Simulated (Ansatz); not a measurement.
Checking a run of Ansatz (a program for electronic structure) on AlVCrC (P-3m1, 8 atoms in the cell). The aim is a self-consistent single point with DFT, PBEsol, plane waves, default PAW files made with PBE.

Cell that was meant: a = 2.9036 Å, b = 2.9036 Å, c = 12.9707 Å, α = 90.00°, β = 90.00°, γ = 120.00°.

Part of the input:

Ansatz 0.2 input:
```yaml
    - { symbol: Cr, position: [0.666667, 0.333333, 0.582460] }
    - { symbol: C, position: [0.000000, 0.000000, 0.500000] }
    - { symbol: C, position: [0.000000, 0.000000, 0.000000] }
basis:
  ecutrho_ratio: 2
kpoints:
  mp_grid:
    grid: [10, 10, 2]
```

Log, with long lists cut:

```
   [... lines left out ...]
PAW frozen core: C, regenerated for the run's functional, and the local potential with it
Initial density: superposition of atomic densities (neutral atoms: chi_scale 0, normalization atom), corrected by the library's trained network
Initial wavefunctions: pseudopotential atomic-orbital guess
Eigensolver: davidson
Functional: x = pbesol(κ = 0.804, μ = 0.12345679012345678), c = pbesol(β = 0.046)
SCF iter   1: F=—  HF=-14014.684434 eV  |F-HF|=—  |Δ(HF+E_count)|=         —  Δρ=3.50e-2  dr2=7.65e0  ethr=1.77e-3  ⟨swp⟩=5.9  Hψ=4318  notcnv=0
all-band conjugate gradients solve this SCF's bands
preconditioner: auto → Kerker (q_TF=auto, 2.582 Å⁻¹)
SCF iter   2: F=—  HF=-14014.589485 eV  |F-HF|=—  |Δ(HF+E_count)|=   9.49e-2  Δρ=1.45e-2  dr2=2.15e0  ethr=1.77e-3  ⟨swp⟩=1.9  Hψ=1496  notcnv=0
   [... lines left out ...]
SCF iter   7: F=—  HF=-14014.550204 eV  |F-HF|=—  |Δ(HF+E_count)|=   6.23e-5  Δρ=2.60e-5  dr2=2.39e-6  ethr=6.29e-8  ⟨swp⟩=1.5  Hψ=1436  notcnv=0
SCF iter   8: F=—  HF=-14014.550204 eV  |F-HF|=—  |Δ(HF+E_count)|=   9.59e-8  Δρ=1.05e-5  dr2=4.26e-7  ethr=3.52e-9  ⟨swp⟩=2.0  Hψ=1362  notcnv=0
SCF iter   9: F=-14014.550204 eV  HF=-14014.550204 eV  |F-HF|=5.92e-8  |Δ(HF+E_count)|=   1.06e-8  Δρ=4.32e-6  dr2=6.17e-8  ethr=1.47e-10  ⟨swp⟩=3.8  Hψ=3476  notcnv=0
SCF 1 converged in 9 iterations: F = -14014.550204 eV  dr2 = 6.17e-8
Free energy (F): -14014.550204 eV
Internal energy: -14014.373803 eV  (E = F + TS)
E sigma→0 (E₀):  -14014.462003 eV
Entropy (-TS):   -0.176401 eV (-22.050 meV/atom)
Fermi energy:    13.731077 eV
--- Forces (eV/Å), atoms counted from 1 ---
  atom   1  Al     0.00000000    -0.00000000    -0.03610070
  atom   2  Al    -0.00000000     0.00000000     0.03610070
  atom   3  V     -0.00000000    -0.00000000     0.53257972
  atom   4  V      0.00000000     0.00000000    -0.53257972
  atom   5  Cr     0.00000000     0.00000000     0.66802355
  atom   6  Cr    -0.00000000     0.00000000    -0.66802355
  atom   7  C      0.00000000     0.00000000     0.00000000
   [... lines left out ...]
  P = ⅓ Tr σ = -10.8909 GPa (-108.909 kbar)
  The stress holds the Pulay correction, which leaves out the density cutoff's part. Without it, at fixed plane waves, as pw.x and ABINIT print it …
settings of this run that can trade accuracy for cost: basis.ecutrho_ratio < 4. Do not mix this run's numbers with those of runs without the same settings …
```

Can these results be used? Check the input.

The compared values did not move, but the log warns. The input holds a density cutoff or grid that is too coarse, which can do harm: the charge density holds wave vectors up to twice those of the orbitals (four times the energy cutoff), and augmentation charges need more still. The run converged in 9 iterations, and against the sound input the free energy stays essentially unchanged (within 1 meV/atom), the pressure hardly changes (-10.90 to -10.89 GPa) and the largest force moves little (0.667 to 0.668 eV/Å). The full log also holds (shortened here): “WARN basis.ecutrho_ratio = 2 (ecutrho = 840 eV) is below the records' recommended cutoff”. At a fixed set of plane waves, without the program's Pulay estimate, the pressure is -11.08 GPa against -11.08 GPa.

An input that runs soundly differs in these lines (not the only fix; some lines may just follow from the change or write a value another way):
```diff
-basis:
-  ecutrho_ratio: 2
```

With that input, the run converged in 9 iterations: free energy E − TS (on the zero of these files) -14014.5471 eV; Fermi level (on the code's own zero) 13.73 eV; pressure -10.90 GPa; largest force (vector length) 0.667 eV/Å (DFT, PBEsol, plane waves, default PAW files made with PBE).

On the sound input: the starting cell comes from a database of computed structures (which also holds hypothetical and non-ambient phases and stackings), without a prior relaxation at this level. Its lattice was rescaled by a random factor within 2.5 % of one. Spin polarisation is off. With a pressure of about -11 GPa the cell is away from its equilibrium volume at this level. Ansatz's pressure includes its estimate of the finite-basis (Pulay) stress.
